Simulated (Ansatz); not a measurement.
Habitual settings against a tight run: Ta3Sb (Pm-3n, 8 atoms in the cell)

Self-consistent single point.

```
CELL_PARAMETERS angstrom
      5.19123     0.00000     0.00000
      0.00000     5.19123     0.00000
      0.00000     0.00000     5.19123
ATOMIC_POSITIONS crystal
  Ta 0.25000 0.00000 0.50000
  Ta 0.75000 0.00000 0.50000
  Ta 0.50000 0.75000 0.00000
  Ta 0.50000 0.25000 0.00000
  Ta 0.00000 0.50000 0.75000
  Ta 0.00000 0.50000 0.25000
  Sb 0.00000 0.00000 0.00000
  Sb 0.50000 0.50000 0.50000
```

Method: PBEsol, PAW files made with PBE (plane waves; Ansatz, a first-principles code).

Base settings: basis.ecutwfc = 30.9 Ry; kpoints.mp_grid.grid = 5 5 5; hamiltonian.xc = pbesol; hamiltonian.pseudopotentials = {kind: paw} (the program's default PAW files); scf.occupations.method = fermi_dirac; scf.occupations.width = 0.0073 Ry.

Tight run (finer mesh or higher cutoff; not a proven limit): basis.ecutwfc: 30.9 Ry → 43.4 Ry; kpoints.mp_grid.grid: 5 5 5 → 7 7 7; scf.convergence.dr2_threshold: default (1e-07 eV) → 1e-09 eV. It gave Fermi level (on the code's own zero) 19.51 eV; pressure 5.93 GPa.

Quick runs, as changes from the base:
- A: the base itself
- B: basis.ecutwfc: 30.9 Ry → 15.4 Ry; kpoints.mp_grid.grid: 5 5 5 → 4 4 4
- C: basis.ecutwfc: 30.9 Ry → 21.7 Ry; kpoints.mp_grid.grid: 5 5 5 → 4 4 4; scf.occupations.method: fermi_dirac → methfessel_paxton; scf.occupations.width: 0.0073 Ry → 0.0147 Ry; kpoints.mp_grid.shift: default → 0.5 0.5 0.5
- D: basis.ecutwfc: 30.9 Ry → 24.6 Ry; kpoints.mp_grid.grid: 5 5 5 → 2 2 2; scf.occupations.width: 0.0073 Ry → 0.0147 Ry
- E: basis.ecutwfc: 30.9 Ry → 18.4 Ry; kpoints.mp_grid.grid: 5 5 5 → 3 3 3; scf.occupations.method: fermi_dirac → cold; scf.occupations.width: 0.0073 Ry → 0.0147 Ry; scf.convergence.dr2_threshold: default (1e-07 eV) → 0.001 eV

Energies are extrapolated to zero smearing width, which holds to low order in the width alone.

The count of work is k-points × plane waves × bands × iterations; it is no time. 

Pressures in the table are Ansatz's without its Pulay estimate, at a fixed set of plane waves; the tight run's value above holds the estimate.

The starting cell comes from a database of computed structures (which also holds hypothetical and non-ambient phases and stackings), without a prior relaxation at this level. Its lattice was rescaled by a random factor within 2.5 % of one. Spin polarisation is off. In the base run, with a pressure of about 6 GPa the cell is away from its equilibrium volume at this level.

```tsv
run	energy less tight (meV/atom)	pressure less tight (GPa)	count of work / tight
A	3.7	0.12	0.24
B	1874.7	-94.34	0.081
C	42.8	-3.12	0.054
D	160.9	2.60	0.068
E	321.0	-22.76	0.030
```

Among the runs at the tight run's level, the energy misses run from 3.7 to 1874.7 meV/atom.

Left out of this page: 1 run of the series outside the window shown, repeating another row's setting, or not comparable.

Keys are those of Ansatz 0.2.
